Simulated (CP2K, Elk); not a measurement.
A CP2K input for a self-consistent single point of BaTe (Fm-3m, 2 atoms in the cell) (DFT PBE, GPW, DZVP-MOLOPT-SR-GTH basis, GTH-PBE potentials (GTH_POTENTIALS)):

```
&GLOBAL
  PROJECT run
  RUN_TYPE ENERGY_FORCE
  PRINT_LEVEL LOW
&END GLOBAL
&FORCE_EVAL
  METHOD Quickstep
  STRESS_TENSOR ANALYTICAL
  &DFT
    BASIS_SET_FILE_NAME BASIS_MOLOPT
    POTENTIAL_FILE_NAME GTH_POTENTIALS
    &QS
      METHOD GPW
      EPS_DEFAULT 1E-11
    &END QS
    &MGRID
      CUTOFF 500
      REL_CUTOFF 40
      NGRIDS 5
    &END MGRID
    &SCF
      SCF_GUESS ATOMIC
      EPS_SCF 1E-6
      MAX_SCF 100
      ADDED_MOS 4
      &DIAGONALIZATION
        ALGORITHM STANDARD
      &END DIAGONALIZATION
      &MIXING
        METHOD BROYDEN_MIXING
        ALPHA 0.3
        NBUFFER 12
        BETA 1.5
      &END MIXING
      &SMEAR ON
        METHOD FERMI_DIRAC
        ELECTRONIC_TEMPERATURE [K] 580.23
      &END SMEAR
    &END SCF
    &KPOINTS
      SCHEME MONKHORST-PACK 6 6 6
      GAMMA_CENTERED T
    &END KPOINTS
    &XC
      &XC_FUNCTIONAL PBE
      &END XC_FUNCTIONAL
    &END XC
    &PRINT
      &MO
        EIGENVALUES T
        OCCUPATION_NUMBERS T
        NDIGITS 8
        FILENAME mo
        &EACH
          QS_SCF 0
        &END EACH
        ADD_LAST NUMERIC
      &END MO
      &MULLIKEN OFF
      &END MULLIKEN
    &END PRINT
  &END DFT
  &SUBSYS
    &CELL
      ABC 4.90248000 4.90247981 4.90247985
      ALPHA_BETA_GAMMA 59.99999942 59.99999899 59.99999871
      PERIODIC XYZ
    &END CELL
    &COORD
      Ba       0.00000000     0.00000000     0.00000000
      Te       4.90248000     2.83044800     2.00142900
    &END COORD
    &KIND Ba
      BASIS_SET DZVP-MOLOPT-SR-GTH-q10
      POTENTIAL GTH-PBE-q10
    &END KIND
    &KIND Te
      BASIS_SET DZVP-MOLOPT-SR-GTH-q6
      POTENTIAL GTH-PBE-q6
    &END KIND
  &END SUBSYS
  &PRINT
    &FORCES ON
    &END FORCES
    &STRESS_TENSOR ON
    &END STRESS_TENSOR
  &END PRINT
&END FORCE_EVAL
```

Translate this input to Elk.

This is the input that was run; spellings and numerical settings could be chosen otherwise.

```
tasks
  0

xctype
  20

rgkmax
  7.0

stype
  3

swidth
  0.00183747

avec
    0.0000000000    6.5508811199    6.5508811199
    6.5508811199    0.0000000000    6.5508811199
    6.5508811199    6.5508811199    0.0000000000

atoms
  2   : nspecies
  'Ba.in'   : spfname
  1   : natoms; atposl, bfcmt below
  0.0000000000  0.0000000000  0.0000000000    0.0 0.0 0.0
  'Te.in'   : spfname
  1   : natoms; atposl, bfcmt below
  0.5000000000  0.5000000000  0.5000000000    0.0 0.0 0.0

ngridk
  6 6 6
```

Basis, cutoffs, solver keys and any potentials are the target program's own. This input uses DFT, PBE, all-electron FP-LAPW, Elk's shipped species files, default APW+lo basis. Both were run: gap on the mesh 2.025 eV in CP2K and 1.547 in Elk.

On Elk: the starting cell comes from a database of computed structures (which also holds hypothetical and non-ambient phases and stackings), without a prior relaxation at this level. Its lattice was rescaled by a random factor within 2.5 % of one. Spin-orbit coupling is off. Values depend on the basis (sphere radii, cutoffs, local orbitals), which need not be converged.

On CP2K: the starting cell comes from a database of computed structures (which also holds hypothetical and non-ambient phases and stackings), without a prior relaxation at this level. Its lattice was rescaled by a random factor within 2.5 % of one. Spin-orbit coupling is off. Values carry the incompleteness of an atom-centred basis.
